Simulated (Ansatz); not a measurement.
Reference: MgSe (Fm-3m), r2SCAN with spin-orbit coupling, rigid bands (plane waves, PAW; Ansatz, a quantum-chemistry and plane-wave program); axes and stresses refer to this cell.

```
MgSe
1.0
    0.00000     2.73608     2.73608
    2.73608     0.00000     2.73608
    2.73608     2.73608     0.00000
Mg Se
1 1
Direct
  0.00000   0.00000   0.00000
  0.50000   0.50000   0.50000
```

The hole conductivity mass is 0.97 mₑ and the Seebeck coefficient, n-type 1e19 cm⁻³ is -246 μV/K. The Seebeck coefficient, p-type 1e19 cm⁻³ comes out as 362 μV/K.

| Change | hole conductivity mass | Seebeck coefficient, n-type 1e19 cm⁻³ | Seebeck coefficient, p-type 1e19 cm⁻³ |
|---|---|---|---|
| biaxial stress xx = yy = -2 GPa (compression positive) | 0.93 mₑ | [?] | 320 μV/K |
| hydrostatic pressure -2 GPa | 1.01 mₑ | -245 μV/K | [?] |
| uniaxial stress zz = 2 GPa (compression positive) | 0.93 mₑ | -188 μV/K | [?] |

Question: Complete the blanks.

Answer: 
- biaxial stress xx = yy = -2 GPa (compression positive), Seebeck coefficient, n-type 1e19 cm⁻³: -181 μV/K
- hydrostatic pressure -2 GPa, Seebeck coefficient, p-type 1e19 cm⁻³: 368 μV/K
- uniaxial stress zz = 2 GPa (compression positive), Seebeck coefficient, p-type 1e19 cm⁻³: 326 μV/K

Masses are for dilute carriers at 300 K, harmonic means over directions unless an axis is named. Seebeck coefficients are for the stated density at 300 K, with one relaxation time for all states and whether or not that doping can be reached. Stresses and pressures are the targets of the relaxation.  The structure type is held under load, also where the real crystal would transform.
